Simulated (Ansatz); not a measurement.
Base system: SiC in the zinc blende structure (space group F-43m, No. 216; a = 4.356 Å).

The change: a hydrostatic pressure of 22.5 GPa.

Levels (all Ansatz, a first-principles code, PAW): r2SCAN (500 eV, no SOC); HSE06+SOC (420 eV, noncollinear with spin-orbit coupling).

The geometry is relaxed with r2SCAN.

| Item | Value |
|---|---|
| r2SCAN valence-band top at Γ | 0.00, 0.00, 0.00 eV |
| r2SCAN lowest conduction level above the VBM at special points | X 1.65 eV; K 3.63 eV; U 3.63 eV; Γ 7.88 eV |

With HSE06+SOC at the same geometry, the valence-band top at Γ (three highest Kramers pairs, from the VBM) becomes 0.00, 0.00, -0.02 eV (r2SCAN: 0.00, 0.00, 0.00 eV); the lowest conduction level above the VBM at special points becomes X 2.16 eV; K 4.19 eV; U 4.19 eV; Γ 8.58 eV (r2SCAN: X 1.65 eV; K 3.63 eV; U 3.63 eV; Γ 7.88 eV). The threefold valence maximum splits by Δso ≈ 16 meV.

Single points use the geometry relaxed with r2SCAN. Their cutoffs differ, which shifts pressures a little. The hybrid gap comes from the SCF mesh plus the semilocal run's edge points and a few special points and is an upper bound. The spin-orbit shifts are approximate. The levels and masses belong to the bands next to the band gap. Load acts through the strain it causes; cell and atoms are relaxed under it. Whether these cells are dynamically stable was not tested. Competing high-pressure phases were not computed.
